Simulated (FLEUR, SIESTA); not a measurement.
A SIESTA input for a self-consistent single point of KMnF3 (P1, 5 atoms in the cell) (DFT, LDA PW92, numerical atomic orbitals DZP, PseudoDojo LDA standard norm-conserving potentials (rewritten from UPF to PSML)):

```
# files in the folder: K.psml Mn.psml F.psml (PseudoDojo LDA standard)
SystemName  KMnF3
SystemLabel siesta

NumberOfAtoms                5
NumberOfSpecies              3
%block ChemicalSpeciesLabel
  1 19 K
  2 25 Mn
  3 9 F
%endblock ChemicalSpeciesLabel
LatticeConstant              1.0 Ang
%block LatticeVectors
     4.182680000    0.000000000    0.000000000
     0.000000000    4.182680000    0.000000000
     0.000000000    0.000000000    4.182680000
%endblock LatticeVectors
AtomicCoordinatesFormat      Bohr
%block AtomicCoordinatesAndAtomicSpecies
     4.009348893    3.915756212    3.951000681  1
     0.041773272   -0.014219511    0.107298424  2
     3.916507103    0.054783453   -0.079143950  3
    -0.090755102    3.999974607   -0.018139955  3
     0.027245500   -0.052175094    3.943096562  3
%endblock AtomicCoordinatesAndAtomicSpecies

XC.functional                LDA
XC.authors                   PW92
PAO.BasisSize                DZP
PAO.EnergyShift              0.005 Ry
MeshCutoff                   350 Ry
%block kgrid.MonkhorstPack
    4   0   0  0.0
    0   4   0  0.0
    0   0   4  0.0
%endblock kgrid.MonkhorstPack
OccupationFunction           FD
ElectronicTemperature        0.02 eV
Spin                         polarized
%block DM.InitSpin
  1 +0.00
  2 +4.00
  3 +0.00
  4 +0.00
  5 +0.00
%endblock DM.InitSpin

MaxSCFIterations             150
SCF.Mixer.Method             Pulay
SCF.Mixer.Weight             0.1
SCF.Mixer.History            8
SCF.DM.Tolerance             1.0E-05
Diag.ParallelOverK           true
WriteForces                  true
Charge.Mulliken              end
```

**Question.** Write the same calculation as an input for FLEUR.

**Answer.** This is the input that was run; spellings and numerical settings could be chosen otherwise.

Input of the input generator:

```
KMnF3
&input film=f /
1.0000000000 0.0000000000 0.0000000000
0.0000000000 1.0000000000 0.0000000000
0.0000000000 0.0000000000 1.0000000000
7.9041196669
1.0 1.0 1.0

5
19 0.5072480000 0.4954070000 0.4998660000 : 0.00
25 0.0052850000 -0.0017990000 0.0135750000 : 4.00
9 0.4955020000 0.0069310000 -0.0100130000 : 0.00
9 -0.0114820000 0.5060620000 -0.0022950000 : 0.00
9 0.0034470000 -0.0066010000 0.4988660000 : 0.00

&comp jspins=2 /
&exco xctyp='vwn' /
&kpt div1=4 div2=4 div3=4 gamma=t /
&end /
```

```xml
<?xml version="1.0" encoding="UTF-8" standalone="no"?>
<fleurInput fleurInputVersion="0.39">
   <comment>
      KMnF3                                                                                               
   </comment>
   <calculationSetup>
      <cutoffs Kmax="4.6" Gmax="16.1" GmaxXC="16.1" numbands="0"/>
      <scfLoop itmax="60" minDistance="0.00001" maxIterBroyd="99" imix="Anderson" alpha="0.05" precondParam="0.0" spinf="2.0"/>
      <coreElectrons ctail="T" frcor="F" kcrel="0" coretail_lmax="0"/>
      <xcFunctional name="vwn" relativisticCorrections="F"/>
      <magnetism jspins="2"/>
      <soc l_soc="F" theta="0.0" phi="0.0" spav="F"/>
      <expertModes spex="0" secvar="F"/>
      <geometryOptimization l_f="T" forcealpha="1.0" forcemix="BFGS" epsdisp="0.00001" epsforce="0.00001"/>
      <ldaU l_linMix="F" mixParam="0.05" spinf="1.0"/>
   </calculationSetup>
   <cell>
      <bzIntegration valenceElectrons="45.0" mode="hist" fermiSmearingEnergy="0.00073499">
         <kPointListSelection listName="default-1"/>
         <!-- k-points included here -->
         <xi:include xmlns:xi="http://www.w3.org/2001/XInclude" href="kpts.xml"> </xi:include>
      </bzIntegration>
      <!-- symmetry operations included here -->
      <xi:include xmlns:xi="http://www.w3.org/2001/XInclude" href="sym.xml"> </xi:include>
      <bulkLattice scale="1.0">
         <bravaisMatrix>
            <row-1>    7.9041196668999998     0.0000000000000000     0.0000000000000000</row-1>
            <row-2>    0.0000000000000000     7.9041196668999998     0.0000000000000000</row-2>
            <row-3>    0.0000000000000000     0.0000000000000000     7.9041196668999998</row-3>
         </bravaisMatrix>
      </bulkLattice>
   </cell>
   <atomSpecies>
      <species name="Potassium (K)" element="K" atomicNumber="19">
         <mtSphere radius="2.63" gridPoints="925" logIncrement="0.013"/>
         <atomicCutoffs lmax="10" lnonsphr="8"/>
         <electronConfig flipSpins="F">
            <coreConfig>(1s1/2) (2s1/2) (2p1/2) (2p3/2)</coreConfig>
            <valenceConfig>(3s1/2) (3p1/2) (3p3/2) (4s1/2)</valenceConfig>
            <stateOccupation state="(4s1/2)" spinUp="0.5" spinDown="0.5"/>
         </electronConfig>
         <energyParameters s="4" p="4" d="3" f="4"/>
         <lo type="SCLO" l="0" n="3" eDeriv="0"/>
         <lo type="SCLO" l="1" n="3" eDeriv="0"/>
      </species>
      <species name="Manganese 4.000" element="Mn" atomicNumber="25">
         <mtSphere radius="2.31" gridPoints="813" logIncrement="0.015"/>
         <atomicCutoffs lmax="10" lnonsphr="8"/>
         <electronConfig flipSpins="F">
            <coreConfig>(1s1/2) (2s1/2) (2p1/2) (2p3/2)</coreConfig>
            <valenceConfig>(3s1/2) (3p1/2) (3p3/2) (4s1/2) (3d3/2) (3d5/2)</valenceConfig>
            <stateOccupation state="(3d3/2)" spinUp="1.5" spinDown="0.5"/>
            <stateOccupation state="(3d5/2)" spinUp="3.0" spinDown="0.0"/>
         </electronConfig>
         <energyParameters s="4" p="4" d="3" f="4"/>
         <lo type="SCLO" l="0" n="3" eDeriv="0"/>
         <lo type="SCLO" l="1" n="3" eDeriv="0"/>
      </species>
      <species name="Fluorine (F)" element="F" atomicNumber="9">
         <mtSphere radius="1.30" gridPoints="461" logIncrement="0.023"/>
         <atomicCutoffs lmax="6" lnonsphr="4"/>
         <electronConfig flipSpins="F">
            <coreConfig>(1s1/2)</coreConfig>
            <valenceConfig>(2s1/2) (2p1/2) (2p3/2)</valenceConfig>
            <stateOccupation state="(2p1/2)" spinUp="0.8333333333" spinDown="0.8333333333"/>
            <stateOccupation state="(2p3/2)" spinUp="1.666666667" spinDown="1.666666667"/>
         </electronConfig>
         <energyParameters s="2" p="2" d="3" f="4"/>
      </species>
   </atomSpecies>
   <atomGroups>
      <atomGroup species="Potassium (K)">
         <relPos label="                   1">-.4927520000 .4954070000 .4998660000</relPos>
         <force calculate="T" relaxXYZ="TTT"/>
      </atomGroup>
      <atomGroup species="Manganese 4.000">
         <relPos label="                   2">.0052850000 -.0017990000 .0135750000</relPos>
         <force calculate="T" relaxXYZ="TTT"/>
      </atomGroup>
      <atomGroup species="Fluorine (F)">
         <relPos label="                   3">.4955020000 .0069310000 -.0100130000</relPos>
         <force calculate="T" relaxXYZ="TTT"/>
      </atomGroup>
      <atomGroup species="Fluorine (F)">
         <relPos label="                   4">-.0114820000 -.4939380000 -.0022950000</relPos>
         <force calculate="T" relaxXYZ="TTT"/>
      </atomGroup>
      <atomGroup species="Fluorine (F)">
         <relPos label="                   5">.0034470000 -.0066010000 .4988660000</relPos>
         <force calculate="T" relaxXYZ="TTT"/>
      </atomGroup>
   </atomGroups>
   <output dos="F" band="F" slice="F">
      <checks vchk="F" cdinf="F"/>
      <bandDOS minEnergy="-.5*Htr" maxEnergy="0.5*Htr" sigma="0.015" storeEVData="T"/>
      <vacuumDOS vacdos="F" integ="F" star="F" nstars="0" locx1="0.0" locy1="0.0" locx2="0.0" locy2="0.0" nstm="0" tworkf="0.0"/>
      <unfoldingBand unfoldBand="F" supercellX="1" supercellY="1" supercellZ="1"/>
      <plotting iplot="0" polar="F">
         <plot TwoD="T" vec1="  1.0  0.0  0.0" vec2="  0.0  1.0  0.0" vec3="  0.0  0.0  1.0" zero="  0.0  0.0  0.0" file="plot"/>
      </plotting>
      <chargeDensitySlicing numkpt="0" minEigenval="0.0" maxEigenval="0.0" nnne="0" pallst="F"/>
      <specialOutput eonly="F"/>
      <magneticCircularDichroism mcd="F" energyLo="-10.0" energyUp="0.0"/>
   </output>
  <!-- We include the file relax.xml here to enable relaxations (see documentation) -->
  <xi:include xmlns:xi="http://www.w3.org/2001/XInclude" href="relax.xml"> <xi:fallback/> </xi:include>
</fleurInput>
```

Basis settings and potentials, where a program has them, do not carry over. This input uses DFT, LDA (Vosko-Wilk-Nusair), all-electron FLAPW (FLEUR), scalar-relativistic valence. LDA parametrisations can differ slightly between programs.

The starting cell comes from a database of computed structures (which also holds hypothetical and non-ambient phases and stackings), without a prior relaxation at this level. For this run, on top of that: atoms moved at random.
